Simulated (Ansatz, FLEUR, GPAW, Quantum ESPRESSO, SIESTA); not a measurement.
# Code comparison for MnAlGe (P4/nmm, 6 atoms in the cell)

Self-consistent single point, at a second geometry (lattice scaled by 0.98). First geometry:

```yaml
crystal:
  lattice:
    - [3.85818, 0.00000, 0.00000]
    - [0.00000, 3.85818, 0.00000]
    - [0.00000, 0.00000, 5.98519]
  atoms:
    - { symbol: Mn, position: [0.50000, 0.50000, 0.00000], spin: 4.0 }
    - { symbol: Mn, position: [0.00000, 0.00000, 0.00000], spin: 4.0 }
    - { symbol: Al, position: [0.00000, 0.50000, 0.70075] }
    - { symbol: Al, position: [0.50000, 0.00000, 0.29925] }
    - { symbol: Ge, position: [0.50000, 0.00000, 0.71738] }
    - { symbol: Ge, position: [0.00000, 0.50000, 0.28262] }
```
(The spins are starting values, not results.)

Shared settings, as Ansatz (a program for electronic structure) writes them: kpoints.mp_grid.grid = 5 5 3; scf.occupations.method = gaussian; scf.occupations.width = 0.0073 Ry. Potentials and cutoffs stand in the table.

```
code                                                                                                                                      model  ΔF from the first geometry (meV/atom)  pressure (GPa)  largest force (eV/Å)  size of the net moment (μB/atom)           cutoff
----------------  -----------------------------------------------------------------------------------------------------------------------------  -------------------------------------  --------------  --------------------  --------------------------------  ---------------
SIESTA            GGA PBEsol, numerical atomic orbitals DZP, PseudoDojo PBEsol standard norm-conserving potentials (rewritten from UPF to PSML)                                   -1.0            4.09                 0.362                              0.68      grid 400 Ry
Quantum ESPRESSO                                                          PBEsol, PseudoDojo standard norm-conserving (PBESOL) pseudopotentials                                   -0.3            4.11                 0.493                              0.68           100 Ry
GPAW                                                                                      PBEsol, GPAW PAW datasets PBEsol (made by gpaw-setup)                                    2.0            4.66                 0.614                              0.65           850 eV
FLEUR                                                                           PBEsol, all-electron FLAPW (FLEUR), scalar-relativistic valence                                      –               –                 0.472                              0.66  Kmax 4.6 1/bohr
Ansatz                                                                                                          PBEsol, PAW files made with PBE                                   -2.0            3.65                 0.589                              0.66          default
```

Size of the force on each atom (eV/Å): Sizes of forces hide their directions.

```csv
code,Mn1,Mn2,Al3,Al4,Ge5,Ge6
SIESTA,0.000,0.000,0.350,0.350,0.362,0.362
Quantum ESPRESSO,0.000,0.000,0.277,0.277,0.493,0.493
GPAW,0.000,0.000,0.408,0.408,0.614,0.614
FLEUR,0.000,0.000,0.398,0.398,0.472,0.472
Ansatz,0.000,0.000,0.361,0.361,0.589,0.589
```

A dash marks a value that a program does not give, or that is left out as unsure.

On Ansatz's run: the magnetic order is the one reached from the typed start; others were not searched systematically.

The spread over the programs that give each value: ΔF from the first geometry within 4.0 meV/atom; pressure within 1.01 GPa; largest force within 0.252 eV/Å; size of the net moment within 0.03 μB/atom.

SIESTA uses small atom-centred bases, whose incompleteness enters pressures, forces and empty levels differently from a plane-wave cutoff. FLEUR treats all electrons, but the usual bases taken here (sphere radii, linearisation, local orbitals, empty states) were not tested for convergence, so the values are no reference for the others. Ansatz's pressure is given at a fixed set of plane waves, as the other plane-wave codes print theirs; with its correction for the finite basis it is 3.77 GPa. In the force vectors, SIESTA (by 0.228), Quantum ESPRESSO (by 0.096) and FLEUR (by 0.117) lie more than 0.08 eV/Å from the median of the plane-wave programs.

The shared mesh is coarse (it stands for a supercell whose shortest vector is 18 Å), so the values are not converged in it.

The starting cell comes from a database of computed structures (which also holds hypothetical and non-ambient phases and stackings), without a prior relaxation at this level. For this run, on top of that: lattice scaled by 0.98.

Keys are those of Ansatz 0.2.
